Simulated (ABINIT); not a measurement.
## A self-consistent single point of CsZn4As3 (P4/mmm, 8 atoms in the cell) with ABINIT

Computed with LDA (PW92), PAW (JTH v2.0 LDA PAW) (plane waves; ABINIT).

This input was run:

```
# CsZn4As3, JTH v2.0 LDA PAW
pp_dirpath "./"
pseudos "Cs.LDA_PW-JTH.xml, Zn.LDA_PW-JTH.xml, As.LDA_PW-JTH.xml"
acell 7.8893609059 7.8893609059 20.1674784554
rprim
         1.0000000000    0.0000000000    0.0000000000
         0.0000000000    1.0000000000    0.0000000000
         0.0000000000    0.0000000000    1.0000000000
natom 8
ntypat 3
znucl 55 30 33
typat 1 2 2 2 2 3 3 3
xcart
         0.0000000000    0.0000000000    5.3360850000
         2.0874350000    0.0000000000    9.0310036974
         2.0874350000    0.0000000000    1.6411663026
         0.0000000000    2.0874350000    9.0310036974
         0.0000000000    2.0874350000    1.6411663026
         2.0874350000    2.0874350000    7.6725431781
         2.0874350000    2.0874350000    2.9996268219
         0.0000000000    0.0000000000    0.0000000000
      Angstrom
ecut 30
pawecutdg 60
pawxcdev 0
ixc 7
occopt 3
tsmear 0.00367493
nband 64
kptopt 1
ngkpt 6 6 2
nshiftk 1
shiftk 0.5 0.5 0.5
nstep 80
toldfe 1.0e-09
prtwf 0
prtden 0
```

Log, with long lists cut:

```
 Symmetries : space group P4/m m m (#123); Bravais tP (primitive tetrag.)

 -outvars: echo values of preprocessed input variables --------
            acell      7.8893609059E+00  7.8893609059E+00  2.0167478455E+01 Bohr
             ecut      3.00000000E+01 Hartree
              ixc           7
         kptrlatt        6    0    0      0    6    0      0    0    2
          kptrlen      4.03349569E+01
            natom           8
            nband          64
            ngfft          40      40     100
          ngfftdg          60      60     144
             nkpt           6
            nstep          80
             nsym          16
           ntypat           3
           occopt           3
        pawecutdg      6.00000000E+01 Hartree
         pawxcdev           0
           shiftk      5.00000000E-01  5.00000000E-01  5.00000000E-01
          spgroup         123
           toldfe      1.00000000E-09 Hartree
           tsmear      3.67493000E-03 Hartree
            typat      1  2  2  2  2  3  3  3
           useylm           1
             xred      0.0000000000E+00  0.0000000000E+00  5.0000000219E-01
                       5.0000000000E-01  0.0000000000E+00  8.4622000370E-01
                       5.0000000000E-01  0.0000000000E+00  1.5378000067E-01
                       0.0000000000E+00  5.0000000000E-01  8.4622000370E-01
                       0.0000000000E+00  5.0000000000E-01  1.5378000067E-01
                       5.0000000000E-01  5.0000000000E-01  7.1893000314E-01
                       5.0000000000E-01  5.0000000000E-01  2.8107000123E-01
                       0.0000000000E+00  0.0000000000E+00  2.1866434219E-09
            znucl       55.00000   30.00000   33.00000

== DATASET  1 ==================================================================

 Exchange-correlation functional for the present dataset will be:
  LDA: Perdew-Wang 92 LSD fit to Ceperley-Alder data - ixc=7
 Citation for XC functional:
  J.P.Perdew and Y.Wang, PRB 45, 13244 (1992)

 Real(R)+Recip(G) space primitive vectors, cartesian coordinates (Bohr,Bohr^-1):
 R(1)=  7.8893609  0.0000000  0.0000000  G(1)=  0.1267530  0.0000000  0.0000000
 R(2)=  0.0000000  7.8893609  0.0000000  G(2)=  0.0000000  0.1267530  0.0000000
 R(3)=  0.0000000  0.0000000 20.1674785  G(3)=  0.0000000  0.0000000  0.0495848
 Unit cell volume ucvol=  1.2552645E+03 bohr^3
 Angles (23,13,12)=  9.00000000E+01  9.00000000E+01  9.00000000E+01 degrees

 Coarse grid specifications (used for wave-functions):

 getcut: wavevector=  0.0000  0.0000  0.0000  ngfft=  40  40 100
         ecut(hartree)=     30.000   => boxcut(ratio)=   2.01105

 Fine grid specifications (used for densities):

 getcut: wavevector=  0.0000  0.0000  0.0000  ngfft=  60  60 144
         ecut(hartree)=     60.000   => boxcut(ratio)=   2.04772

   1.52244462E+04                                ecore*ucvol(ha*bohr**3)

_setup2: Arith. and geom. avg. npw (full set) are    9851.000    9850.998

--- !BeginCycle
solver: {iscf: 17, nstep: 80, nline: 4, wfoptalg: 10, }
tolerances: {toldfe: 1.00E-09, }
...

     iter   Etot(hartree)      deltaE(h)  residm     nres2
 ETOT  1  -608.80014039260    -6.088E+02 3.859E+00 5.026E+01
 ETOT  2  -621.27120239930    -1.247E+01 1.097E+00 4.059E+01
 ETOT  3  -621.16332115886     1.079E-01 1.153E-01 1.349E+01
 ETOT  4  -621.17150829230    -8.187E-03 8.160E-02 5.663E+00
 ETOT  5  -621.15426864422     1.724E-02 5.960E-02 1.160E+00
 ETOT  6  -621.15074800119     3.521E-03 2.609E-02 1.005E-01
   [... 5 lines left out ...]
 ETOT 12  -621.15067785758     6.432E-08 4.448E-04 2.300E-06
 ETOT 13  -621.15067784741     1.017E-08 1.151E-03 6.115E-07
 ETOT 14  -621.15067784397     3.443E-09 4.004E-04 1.035E-07
 ETOT 15  -621.15067784330     6.745E-10 8.578E-04 3.100E-08
 ETOT 16  -621.15067784320     9.743E-11 2.841E-04 1.196E-08

 At SCF step   16, etot is converged :
  for the second time, diff in etot=  9.743E-11 < toldfe=  1.000E-09

 Cartesian components of stress tensor (hartree/bohr^3)
  sigma(1 1)=  1.20713982E-04  sigma(3 2)=  0.00000000E+00
  sigma(2 2)=  1.20713982E-04  sigma(3 1)=  0.00000000E+00
  sigma(3 3)=  1.05258672E-04  sigma(2 1)=  0.00000000E+00

 ----iterations are completed or convergence reached----

 reduced coordinates (array xred) for    8 atoms
       0.000000000000      0.000000000000      0.500000002187
       0.500000000000      0.000000000000      0.846220003701
       0.500000000000      0.000000000000      0.153780000673
       0.000000000000      0.500000000000      0.846220003701
       0.000000000000      0.500000000000      0.153780000673
       0.500000000000      0.500000000000      0.718930003144
       0.500000000000      0.500000000000      0.281070001229
       0.000000000000      0.000000000000      0.000000002187
 cartesian forces (eV/Angstrom) at end:
    1     -0.00000000000000    -0.00000000000000     0.00000000000000
    2     -0.00000000000000    -0.00000000000000     0.05256985316168
    3     -0.00000000000000    -0.00000000000000    -0.05256985316168
    4     -0.00000000000000    -0.00000000000000     0.05256985316168
    5     -0.00000000000000    -0.00000000000000    -0.05256985316168
    6     -0.00000000000000    -0.00000000000000     0.17140651275387
    7     -0.00000000000000    -0.00000000000000    -0.17140651275387
    8     -0.00000000000000    -0.00000000000000     0.00000000000000
 frms,max,avg= 5.3934661E-02 1.7140651E-01   0.000E+00  0.000E+00  0.000E+00 e/A
 length scales=  7.889360905900  7.889360905900 20.167478455400 bohr
              =  4.174869981743  4.174869981743 10.672169953328 angstroms
 Fermi (or HOMO) energy (hartree) =   0.20826   Average Vxc (hartree)=  -0.34862
 Eigenvalues (hartree) for nkpt=   6  k points:
 kpt#   1, nband= 64, wtk=  0.11111, kpt=  0.0833  0.0833  0.2500 (reduced coord)
  -1.10153   -1.10153   -1.10143   -1.10129   -1.10119   -1.08757   -1.08757   -1.08729
  -1.08729   -1.08702   -1.08702   -1.08702   -1.08702   -1.08662   -1.08661   -0.61715
  -0.25044   -0.22158   -0.20206   -0.12869   -0.12113   -0.12109   -0.08959   -0.08251
  -0.08088   -0.08025   -0.08019   -0.07752   -0.07527   -0.07421   -0.07214   -0.07004
  -0.06735   -0.06652   -0.06450   -0.06390   -0.06140   -0.06123   -0.06089   -0.05961
  -0.05443   -0.05411    0.01989    0.08152    0.08385    0.10423    0.12766    0.13484
   0.17612    0.18787    0.19456    0.22118    0.26085    0.26286    0.27086    0.30109
   0.30173    0.32035    0.33957    0.36427    0.36516    0.40476    0.41351    0.41466
      occupation numbers for kpt#   1
   2.00000    2.00000    2.00000    2.00000    2.00000    2.00000    2.00000    2.00000
   2.00000    2.00000    2.00000    2.00000    2.00000    2.00000    2.00000    2.00000
   2.00000    2.00000    2.00000    2.00000    2.00000    2.00000    2.00000    2.00000
   2.00000    2.00000    2.00000    2.00000    2.00000    2.00000    2.00000    2.00000
   2.00000    2.00000    2.00000    2.00000    2.00000    2.00000    2.00000    2.00000
   2.00000    2.00000    2.00000    2.00000    2.00000    2.00000    2.00000    2.00000
   1.99968    1.99225    1.95308    0.05773    0.00000    0.00000    0.00000    0.00000
   0.00000    0.00000    0.00000    0.00000    0.00000    0.00000    0.00000    0.00000
 prteigrs : prtvol=0 or 1, do not print more k-points.

--- !EnergyTerms
comment             : Components of total free energy in Hartree
kinetic             :  4.37204485657099E+01
hartree             :  2.55195162989130E+02
xc                  : -2.57452293369212E+01
Ewald energy        : -2.69372064471680E+02
psp_core            :  1.21284765804776E+01
local_psp           : -7.05250013826973E+02
spherical_terms     :  6.81727471691786E+01
internal            : -6.21150472331078E+02
'-kT*entropy'       : -2.34708012940125E-04
total_energy        : -6.21150707039091E+02
total_energy_eV     : -1.69023703241511E+04
...

-Cartesian components of stress tensor (GPa)         [Pressure= -3.4000E+00 GPa]
- sigma(1 1)=  3.55152736E+00  sigma(3 2)=  0.00000000E+00
- sigma(2 2)=  3.55152736E+00  sigma(3 1)=  0.00000000E+00
- sigma(3 3)=  3.09681652E+00  sigma(2 1)=  0.00000000E+00

 Calculation completed.
```

The run converged in 16 iterations.

The starting cell comes from a database of computed structures (which also holds hypothetical and non-ambient phases and stackings), without a prior relaxation at this level. With a pressure of about -3 GPa the cell is away from its equilibrium volume at this level.

Cost on one core of a shared machine: roughly 6 min.
